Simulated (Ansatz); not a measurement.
Consider HfO2 in the fluorite structure (space group Fm-3m, No. 225; a = 5.001 Å).

Structures relaxed with Ansatz (a first-principles code), LDA, PAW, cutoff 420 eV, no spin-orbit coupling.

Base:

Simulated powder pattern, Co Kα, λ = 1.79026 Å (kinematic, ideal powder, no thermal factors, no anomalous dispersion; the 10 strongest lines at most, above 2 %, up to 2θ = 90°):

```json
[
 {"2θ (°)": "36.12", "I/Imax (%)": "100", "hkl": "(111)"},
 {"2θ (°)": "41.95", "I/Imax (%)": "34", "hkl": "(200)"},
 {"2θ (°)": "60.83", "I/Imax (%)": "48", "hkl": "(220)"},
 {"2θ (°)": "72.83", "I/Imax (%)": "44", "hkl": "(311)"},
 {"2θ (°)": "76.64", "I/Imax (%)": "9.5", "hkl": "(222)"}
]
```

After one change:

Simulated powder pattern, Co Kα, λ = 1.79026 Å (kinematic, ideal powder, no thermal factors, no anomalous dispersion; the 10 strongest lines at most, above 2 %, up to 2θ = 90°):

```csv
2θ (°),I/Imax (%)
36.50,100
42.40,34
61.51,48
73.69,44
77.56,9.5
```

Q: Which of these changes matches the shifts?
A) isotropic strain +2.50 %
B) isotropic strain −1.00 %
C) isotropic strain +1.00 %
D) isotropic strain −1.50 %

A: B, isotropic strain −1.00 %. Its volume per atom is 10.11 Å³ against 10.42 Å³, and its space group is Fm-3m (No. 225).

No phonon test of stability was made. This is not the structure that HfO2 has at room temperature and ambient pressure.
